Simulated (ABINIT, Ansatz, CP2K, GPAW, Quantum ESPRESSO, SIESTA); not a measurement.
## Ba3P2 (P1, 5 atoms in the cell) computed with different codes at matched settings

Self-consistent single point, at a second geometry (atoms moved at random). First geometry:

```yaml
crystal:
  lattice:
    - [6.04929, 0.00000, 0.00000]
    - [0.00000, 6.04929, 0.00000]
    - [0.00000, 0.00000, 6.04929]
  atoms:
    - { symbol: Ba, position: [0.00000, 0.50000, 0.50000] }
    - { symbol: Ba, position: [0.50000, 0.00000, 0.50000] }
    - { symbol: Ba, position: [0.50000, 0.50000, 0.00000] }
    - { symbol: P, position: [0.00000, 0.00000, 0.00000] }
    - { symbol: P, position: [0.50000, 0.50000, 0.50000] }
```

Second geometry:
```yaml
crystal:
  lattice:
    - [6.04929, 0.00000, 0.00000]
    - [0.00000, 6.04929, 0.00000]
    - [0.00000, 0.00000, 6.04929]
  atoms:
    - { symbol: Ba, position: [0.00558, 0.49031, 0.49391] }
    - { symbol: Ba, position: [0.50361, 0.00553, 0.50135] }
    - { symbol: Ba, position: [0.50684, 0.50303, 0.00473] }
    - { symbol: P, position: [0.99384, 0.99694, 0.00075] }
    - { symbol: P, position: [0.49014, 0.50419, 0.49926] }
```

Shared settings, as Ansatz (a program for electronic structure) writes them: kpoints.mp_grid.grid = 3 3 3; scf.occupations.method = gaussian; scf.occupations.width = 0.0147 Ry. Potentials and cutoffs stand in the table.

```csv
code,model,ΔF from the first geometry (meV/atom),pressure (GPa),largest force (eV/Å),cutoff
Quantum ESPRESSO,"PBEsol, PseudoDojo standard norm-conserving (PBESOL) pseudopotentials",2.4,-1.47,0.376,60 Ry
GPAW,"PBEsol, GPAW PAW datasets PBEsol (made by gpaw-setup)",2.4,-1.12,0.405,600 eV
SIESTA,"GGA PBEsol, numerical atomic orbitals DZP, PseudoDojo PBEsol standard norm-conserving potentials (rewritten from UPF to PSML)",11.9,2.00,1.052,grid 300 Ry
ABINIT,"PBEsol, norm-conserving pseudopotentials (PseudoDojo nc-sr-04 PBEsol standard)",2.4,-1.47,0.376,28 Ha
Ansatz,"PBEsol, PAW files made with PBE",2.4,-1.45,0.377,30.9 Ry
CP2K,"PBEsol, GPW, DZVP-MOLOPT-PBE-GTH basis, GTH-PBE potentials (POTENTIAL_UZH)",2.5,-0.65,0.440,grid 500 Ry
```

Size of the force on each atom (eV/Å): Sizes of forces hide their directions.

```csv
code,Ba1,Ba2,Ba3,P4,P5
Quantum ESPRESSO,0.376,0.226,0.281,0.136,0.283
GPAW,0.405,0.241,0.300,0.139,0.296
SIESTA,1.001,0.334,0.533,0.109,1.052
ABINIT,0.376,0.226,0.281,0.136,0.283
Ansatz,0.377,0.227,0.282,0.136,0.283
CP2K,0.440,0.268,0.331,0.139,0.309
```

No clean gap comes from Quantum ESPRESSO, GPAW, SIESTA, ABINIT and CP2K: levels at the Fermi energy touch, overlap or are partly filled at this smearing.

The spread over the programs that give each value: ΔF from the first geometry within 9.5 meV/atom; pressure within 3.47 GPa; largest force within 0.676 eV/Å.

SIESTA and CP2K use small atom-centred bases, whose incompleteness enters pressures, forces and empty levels differently from a plane-wave cutoff. Ansatz's pressure is given at a fixed set of plane waves, as the other plane-wave codes print theirs. In the pressure, SIESTA (by 3.46) lies more than 1 GPa from the median of the plane-wave programs. In the force vectors, SIESTA (by 0.780) lies more than 0.08 eV/Å from the median of the plane-wave programs.

The shared mesh is coarse (it stands for a supercell whose shortest vector is 18 Å), so the values are not converged in it.

The starting cell comes from a database of computed structures (which also holds hypothetical and non-ambient phases and stackings), without a prior relaxation at this level. For this run, on top of that: atoms moved at random.

Left out of this page: Elk (not drawn, or without a comparable value).

Keys are those of Ansatz 0.2.
